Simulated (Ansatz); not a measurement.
A computed series for ZnO: response to strain

The reference is ZnO in the wurtzite structure (space group P6_3mc, No. 186).

ZnO has the hexagonal space group P6₃mc (No. 186), the wurtzite structure, Pearson symbol hP4. Cell: a = 3.2799 Å, b = 3.2799 Å, c = 5.2941 Å, α = 90.00°, β = 90.00°, γ = 120.00°. Zn on 2b is surrounded by 4 O at 1.999–2.007 Å (tetrahedral). O on 2b has 4 Zn at 1.999–2.007 Å (tetrahedral). (Neighbours: up to the widest gap in distance over summed covalent radii, below 1.35, at either atom; cation-cation and far metal-metal contacts left out.)

Strains are applied to the cell and any free atomic positions relax.

Method: DFT with PBE, PAW potentials and a 420 eV plane-wave cutoff in Ansatz (a first-principles code), no SOC, earlier PAW set.

Notes on the quantities. pressure: mean of the normal stresses, compression positive.

```
isotropic strain (%)  pressure (GPa)
--------------------  --------------
-5.03                           28.2
-4.77                           26.2
-0.75                              ?
0                                0.0
0.15                            -0.6
```

Fit P = P₀ − Bδ + Cδ² with δ = (1 + ε)³ − 1 to the rows shown and predict the withheld row.

Least squares on the printed values gives P₀ = 0.0 GPa, B = 115 GPa (at held cell shape), C = 573 GPa (largest residual 0.0 GPa); this predicts 2.8 GPa, and the run gives 3.1 GPa, 0.3 higher.

Whether these cells are dynamically stable was not tested.
